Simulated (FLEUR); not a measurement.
## A self-consistent single point of Cd2Hg (I4/mmm, 3 atoms in the cell) with FLEUR

Computed with FLEUR with PBEsol, all-electron FLAPW (FLEUR), scalar-relativistic valence.

Input:

Input of the input generator:

```
Cd2Hg crystal
&input film=f /
-1.9855190000 1.9855190000 4.2406670000
1.9855190000 -1.9855190000 4.2406670000
1.9855190000 1.9855190000 -4.2406670000
1.8897261246
1.0 1.0 1.0

3
48 0.3342100000 0.3342100000 0.0000000000
48 0.6657900000 0.6657900000 0.0000000000
80 0.0000000000 0.0000000000 0.0000000000

&comp jspins=1 /
&exco xctyp='PBEs' /
&kpt div1=10 div2=10 div3=10 gamma=t /
&end /
```

```xml
<?xml version="1.0" encoding="UTF-8" standalone="no"?>
<fleurInput fleurInputVersion="0.39">
   <comment>
      Cd2Hg crystal                                                                                       
   </comment>
   <calculationSetup>
      <cutoffs Kmax="4.1" Gmax="16.4" GmaxXC="16.4" numbands="0"/>
      <scfLoop itmax="60" minDistance="0.00001" maxIterBroyd="15" imix="Anderson" alpha="0.05" precondParam="0.0" spinf="2.0"/>
      <coreElectrons ctail="T" frcor="F" kcrel="0" coretail_lmax="0"/>
      <xcFunctional name="PBEs" relativisticCorrections="F"/>
      <magnetism jspins="1"/>
      <soc l_soc="F" theta="0.0" phi="0.0" spav="F"/>
      <expertModes spex="0" secvar="F"/>
      <geometryOptimization l_f="T" forcealpha="1.0" forcemix="BFGS" epsdisp="0.00001" epsforce="0.00001"/>
      <ldaU l_linMix="F" mixParam="0.05" spinf="1.0"/>
   </calculationSetup>
   <cell>
      <bzIntegration valenceElectrons="54.0" mode="gauss" fermiSmearingEnergy="0.00999582">
         <kPointListSelection listName="default-1"/>
         <!-- k-points included here -->
         <xi:include xmlns:xi="http://www.w3.org/2001/XInclude" href="kpts.xml"> </xi:include>
      </bzIntegration>
      <!-- symmetry operations included here -->
      <xi:include xmlns:xi="http://www.w3.org/2001/XInclude" href="sym.xml"> </xi:include>
      <bulkLattice scale="1.0">
         <bravaisMatrix>
            <row-1>   -3.7520871251896670     3.7520871251896670     8.0136992156291083</row-1>
            <row-2>    3.7520871251896670    -3.7520871251896670     8.0136992156291083</row-2>
            <row-3>    3.7520871251896670     3.7520871251896670    -8.0136992156291083</row-3>
         </bravaisMatrix>
      </bulkLattice>
   </cell>
   <atomSpecies>
      <species name="Cadmium (Cd)" element="Cd" atomicNumber="48">
         <mtSphere radius="2.43" gridPoints="857" logIncrement="0.015"/>
         <atomicCutoffs lmax="10" lnonsphr="8"/>
         <electronConfig flipSpins="F">
            <coreConfig>(1s1/2) (2s1/2) (2p1/2) (2p3/2) (3s1/2) (3p1/2) (3p3/2) (4s1/2) (3d3/2) (3d5/2)</coreConfig>
            <valenceConfig>(4p1/2) (4p3/2) (5s1/2) (4d3/2) (4d5/2)</valenceConfig>
         </electronConfig>
         <energyParameters s="5" p="5" d="4" f="4"/>
         <lo type="SCLO" l="1" n="4" eDeriv="0"/>
         <lo type="HELO" l="2" n="5" eDeriv="0"/>
      </species>
      <species name="Mercury (Hg)" element="Hg" atomicNumber="80">
         <mtSphere radius="2.47" gridPoints="869" logIncrement="0.015"/>
         <atomicCutoffs lmax="10" lnonsphr="8"/>
         <electronConfig flipSpins="F">
            <coreConfig>(1s1/2) (2s1/2) (2p1/2) (2p3/2) (3s1/2) (3p1/2) (3p3/2) (4s1/2) (3d3/2) (3d5/2) (4p1/2) (4p3/2) (5s1/2) (4d3/2) (4d5/2) (4f5/2) (4f7/2)</coreConfig>
            <valenceConfig>(5p1/2) (5p3/2) (6s1/2) (5d3/2) (5d5/2)</valenceConfig>
         </electronConfig>
         <energyParameters s="6" p="6" d="5" f="5"/>
         <lo type="SCLO" l="1" n="5" eDeriv="0"/>
         <lo type="HELO" l="2" n="6" eDeriv="0"/>
      </species>
   </atomSpecies>
   <atomGroups>
      <atomGroup species="Cadmium (Cd)">
         <relPos label="                   1">.3342100000 .3342100000 .0000000000</relPos>
         <relPos label="                   2">-.3342100000 -.3342100000 .0000000000</relPos>
         <force calculate="T" relaxXYZ="TTT"/>
      </atomGroup>
      <atomGroup species="Mercury (Hg)">
         <relPos label="                   3">.0000000000 .0000000000 .0000000000</relPos>
         <force calculate="T" relaxXYZ="TTT"/>
      </atomGroup>
   </atomGroups>
   <output dos="F" band="F" slice="F">
      <checks vchk="F" cdinf="F"/>
      <bandDOS minEnergy="-.5*Htr" maxEnergy="0.5*Htr" sigma="0.015" storeEVData="T"/>
      <vacuumDOS vacdos="F" integ="F" star="F" nstars="0" locx1="0.0" locy1="0.0" locx2="0.0" locy2="0.0" nstm="0" tworkf="0.0"/>
      <unfoldingBand unfoldBand="F" supercellX="1" supercellY="1" supercellZ="1"/>
      <plotting iplot="0" polar="F">
         <plot TwoD="T" vec1="  1.0  0.0  0.0" vec2="  0.0  1.0  0.0" vec3="  0.0  0.0  1.0" zero="  0.0  0.0  0.0" file="plot"/>
      </plotting>
      <chargeDensitySlicing numkpt="0" minEigenval="0.0" maxEigenval="0.0" nnne="0" pallst="F"/>
      <specialOutput eonly="F"/>
      <magneticCircularDichroism mcd="F" energyLo="-10.0" energyUp="0.0"/>
   </output>
  <!-- We include the file relax.xml here to enable relaxations (see documentation) -->
  <xi:include xmlns:xi="http://www.w3.org/2001/XInclude" href="relax.xml"> <xi:fallback/> </xi:include>
</fleurInput>
```

The program printed (abridged):

```
      Welcome to FLEUR        (www.flapw.de)
      MaX-Release 8.1          (www.max-centre.eu)

 ========== k-point set info ==========
 Selected k-point list: default-1
 k-point list type: mesh
 10 x 10 x 10
 Number of k points: 102

 ------------Calculation Setup---------------------------
           1           2           3           6          17          34          51         102
 Number of basis functions:          565
 Iteration:     1   Distance:       8.90868512 me/bohr^3
 Iteration:     2   Distance:       8.14992680 me/bohr^3
 Iteration:     3   Distance:       4.19167882 me/bohr^3
 Iteration:     4   Distance:       0.96475470 me/bohr^3
 Iteration:     5   Distance:       0.73146104 me/bohr^3
 Iteration:     6   Distance:       0.31187323 me/bohr^3
   [... 5 lines left out ...]
 Iteration:    12   Distance:       0.00067875 me/bohr^3
 Iteration:    13   Distance:       0.00067541 me/bohr^3
 Iteration:    14   Distance:       0.00006983 me/bohr^3
 Iteration:    15   Distance:       0.00001057 me/bohr^3
 Iteration:    16   Distance:       0.00000943 me/bohr^3
 Reset of history
 Run finished successfully
 Stop message:
   Structural relaxation: new displacements generated

[file out, last iteration]
             iter=     17
          p o t e n t i a l   g e n e r a t o r
[...]
          integral of pseudo charge density inside the slab=        0.000000   0.000000
     coulomb potential in the interstitial region:
          density-coulomb potential integrals
          total density-coulomb potenti   -52341.9169103857
          density-effective potential integrals for spin  1
          total density-effective poten   -5.3227054809E+04
          charge density-energy density integrals
          total charge density-energy d   -6.7256355758E+02
 Updated energy parameters for spin:           1
  Atom    1 5s branch from -3.47 to  1.46 htr. ; e_l =  0.1340
  Atom    1 5p branch from -2.03 to  2.16 htr. ; e_l =  0.2930
  Atom    1 4d branch from-14.04 to  0.10 htr. ; e_l = -0.0130
  Atom    1 4f branch from -9.99 to  2.25 htr. ; e_l =  0.6077
  Atom    1 4p branch from-21.65 to -2.03 htr. ; e_l(l -2.0512
  Atom    1-5d branch from  2.56 to  2.56 htr. ; e_l(l  2.5616
  Atom    2 6s branch from -3.94 to  1.27 htr. ; e_l =  0.0853
  Atom    2 6p branch from -2.02 to  2.22 htr. ; e_l =  0.2809
  Atom    2 5d branch from-12.39 to  0.22 htr. ; e_l =  0.0561
  Atom    2 5f branch from -3.14 to  2.37 htr. ; e_l =  0.5853
  Atom    2 5p branch from-20.74 to -2.02 htr. ; e_l(l -2.0945
  Atom    2-6d branch from  2.81 to  2.81 htr. ; e_l(l  2.8104
[...]
 fermi energy and band-weighting factors:
at   0.00000   0.00000   0.00000   k-weight:    0.001000
   42 eigenvalues :
   -2.045744   -2.045170   -2.045170   -2.044911   -2.044864   -2.044864   -2.042053   -2.040935
   -2.040935   -0.045616   -0.038103   -0.032718   -0.025075   -0.025075   -0.024453   -0.021297
   -0.019790   -0.018187   -0.018187   -0.005053    0.024195    0.035627    0.035627    0.038104
    0.049400    0.348597    0.356615    0.431159    0.452107    0.459857    0.459857    0.472290
    0.472290    0.569614    0.606422    0.693564    0.693564    0.876186    0.878804    0.980439
    0.980439    0.986287
   [... lines left out ...]
          first approx. to ef    (T=0)  :   0.301231 htr   (energy of the highest occ. eigenvalue)
   [... lines left out ...]
     k-point=   86
      0.008 0.008 0.008 0.008 0.008 0.008 0.008 0.008 0.008 0.008 0.008 0.008 0.008 0.008 0.008 0.008
      0.008 0.008 0.008 0.008 0.008 0.008 0.008 0.008 0.008 0.008 0.008 0.000 0.000 0.000 0.000 0.000
      0.000 0.000 0.000 0.000 0.000 0.000 0.000 0.000 0.000 0.000
     k-point=   87
      0.008 0.008 0.008 0.008 0.008 0.008 0.008 0.008 0.008 0.008 0.008 0.008 0.008 0.008 0.008 0.008
      0.008 0.008 0.008 0.008 0.008 0.008 0.008 0.008 0.008 0.008 0.008 0.000 0.000 0.000 0.000 0.000
      0.000 0.000 0.000 0.000 0.000 0.000 0.000 0.000 0.000 0.000
     k-point=   88
      0.004 0.004 0.004 0.004 0.004 0.004 0.004 0.004 0.004 0.004 0.004 0.004 0.004 0.004 0.004 0.004
      0.004 0.004 0.004 0.004 0.004 0.004 0.004 0.004 0.004 0.004 0.004 0.004 0.000 0.000 0.000 0.000
      0.000 0.000 0.000 0.000 0.000 0.000 0.000 0.000 0.000 0.000
     k-point=   89
      0.002 0.002 0.002 0.002 0.002 0.002 0.002 0.002 0.002 0.002 0.002 0.002 0.002 0.002 0.002 0.002
      0.002 0.002 0.002 0.002 0.002 0.002 0.002 0.002 0.002 0.002 0.000 0.000 0.000 0.000 0.000 0.000
      0.000 0.000 0.000 0.000 0.000 0.000 0.000 0.000 0.000 0.000
     k-point=   90
      0.008 0.008 0.008 0.008 0.008 0.008 0.008 0.008 0.008 0.008 0.008 0.008 0.008 0.008 0.008 0.008
      0.008 0.008 0.008 0.008 0.008 0.008 0.008 0.008 0.008 0.008 0.001 0.000 0.000 0.000 0.000 0.000
      0.000 0.000 0.000 0.000 0.000 0
```

The run converged in 16 iterations. FLEUR gives forces in its relaxation mode, with a further iteration, so its stop message speaks of a relaxation.

The starting cell comes from a database of computed structures (which also holds hypothetical and non-ambient phases and stackings), without a prior relaxation at this level. Its lattice was rescaled by a random factor within 2.5 % of one. Spin-orbit coupling is off. Values depend on the basis (sphere radii, cutoffs, local orbitals), which need not be converged.

Cost on one core of a shared machine: roughly 3 min.
